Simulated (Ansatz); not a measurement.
Take ZnS in the zinc blende structure (space group F-43m, No. 216) as the base.

```yaml
crystal:
  lattice:
    - [0.00000, 2.69455, 2.69455]
    - [2.69455, 0.00000, 2.69455]
    - [2.69455, 2.69455, 0.00000]
  atoms:
    - { symbol: Zn, position: [0.00000, 0.00000, 0.00000] }
    - { symbol: S, position: [0.25000, 0.25000, 0.25000] }
```

Method: Ansatz (a quantum-chemistry and plane-wave program) r2SCAN, without spin-orbit coupling.

Strains are applied to the cell and any free atomic positions relax.

One change was made to it. Results:

| quantity | base | after |
|---|---|---|
| pressure | 0.0 kbar | 87.6 kbar |
| hole mass (degenerate bands, along [100]) | 0.21, 0.68, 0.68 mₑ (at Γ) | 0.23, 0.60, 0.60 mₑ (at Γ) |
| valley order (the lowest conduction-band minima on the path, energy above the VBM, named in the base's zone) | Γ 2.70 eV; X along ⟨100⟩ 3.71 eV; L along ⟨111⟩ 3.82 eV | Γ 3.13 eV; X along ⟨100⟩ 3.48 eV; L along ⟨111⟩ 3.99 eV |

Question: What was done to the base?
A. isotropic strain −1.00 %
B. isotropic strain −0.50 %
C. isotropic strain −2.00 %
D. isotropic strain −1.50 %
E. isotropic strain −3.00 %

Answer: E, isotropic strain −3.00 %. For comparison, the valley order in the other runs: isotropic strain −0.50 % gives Γ 2.77 eV; X along ⟨100⟩ 3.67 eV; L along ⟨111⟩ 3.85 eV; isotropic strain −1.00 % gives Γ 2.84 eV; X along ⟨100⟩ 3.64 eV; L along ⟨111⟩ 3.88 eV; isotropic strain −2.00 % gives Γ 2.99 eV; X along ⟨100⟩ 3.56 eV; L along ⟨111⟩ 3.94 eV; isotropic strain −1.50 % gives Γ 2.91 eV; X along ⟨100⟩ 3.60 eV; L along ⟨111⟩ 3.91 eV.

The levels and masses belong to the bands next to the band gap. Masses are band curvatures over ±0.01 Å⁻¹ around the edge. No phonon test of stability was made.
